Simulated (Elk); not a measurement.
A working Elk input for TcPd (Pm-3m, 2 atoms in the cell) (DFT, LDA (PW92), all-electron FP-LAPW, Elk's shipped species files, LAPW+lo basis):

```
tasks
  0

xctype
  3

rgkmax
  7.5

gmaxvr
  16.0

nxoapwlo
  1

stype
  0

swidth
  0.00183747

scale
  6.116240332

avec
    1.0000000000    0.0000000000    0.0000000000
    0.0000000000    1.0000000000    0.0000000000
    0.0000000000    0.0000000000    1.0000000000

sppath
  './'

atoms
  2   : nspecies
  'Tc.in'   : spfname
  1   : natoms; atposl, bfcmt below
  0.0000000000  0.0000000000  0.0000000000    0.0 0.0 0.0
  'Pd.in'   : spfname
  1   : natoms; atposl, bfcmt below
  0.5000000000  0.5000000000  0.5000000000    0.0 0.0 0.0

ngridk
  7 7 7
```

The run converged in 19 iterations: total energy -253736.4319 eV; Fermi level (on the code's own zero) 7.95 eV. Each of these slips is then made, one at a time:

(1)
```diff
-ngridk
-  7 7 7
-
```

(2)
```diff
+vkloff
+  1.0 1.0 1.0
+
```

(3)
```diff
-  0.00183747
+  0.0
```

How does each altered input end?


(1) A single k-point for a small metallic cell. The run converged in 18 iterations without an error; against the sound input the total energy goes down by 2.24 eV/atom.

(2) A mesh shift typed as a flag of 1. The program stopped before any SCF iteration, with the message: Error(readinput): vkloff components should be in [0,1) : 1.000000000 1.000000000 1.000000000.

(3) A smearing width of zero. The program stopped before any SCF iteration, with the message: Error(readinput): swidth too small or negative : 0.000000000.

The starting cell was generated: these elements placed on a structure prototype, without a prior relaxation; it need not be a known phase or ordering of this composition. Its lattice was rescaled by a random factor within 2.5 % of one. Spin polarisation is off. Values depend on the basis (sphere radii, cutoffs, local orbitals), which need not be converged.

Left out of this page: 4 runs of the series outside the window shown, repeating another row's setting, or not comparable.
